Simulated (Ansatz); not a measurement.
The reference is BC₅ (space group I-4m2, No. 119; a = 2.5133 Å, c = 11.4114 Å; a cell from a computed database, its experimental status unchecked). Axes: x, y, z lie along a, b, c of the conventional cell.

Method: PBE (Ansatz, a first-principles code, PAW, without spin-orbit coupling).

Before the change:

| Property | Result |
|---|---|
| Pressure | 0.0 GPa |
| Shortest interatomic distance | 1.528 Å |

Modification: biaxial strain +4.96 %, plane normal [001], relaxed out of plane (Cartesian); in-plane vectors clamped, the third vector and the atoms free.

Estimate the effect on the energy relative to the base.

The energy goes up by 70 meV/atom.

Estimate the effect on the pressure.

The pressure (mean of the normal stresses, compression positive) goes from zero to -23.3 GPa.

What does the calculation give for the shortest interatomic distance after the change?

The shortest interatomic distance rises by 0.045 Å, from 1.528 Å to 1.573 Å.

Without a gap, meshes like the base's 20×20×20 leave anisotropic stresses uncertain by several tenths of a GPa, and small strain energies with them. Stability against distortions was not tested. The final runs are not spin-polarised. An odd electron count without spin: BC5.
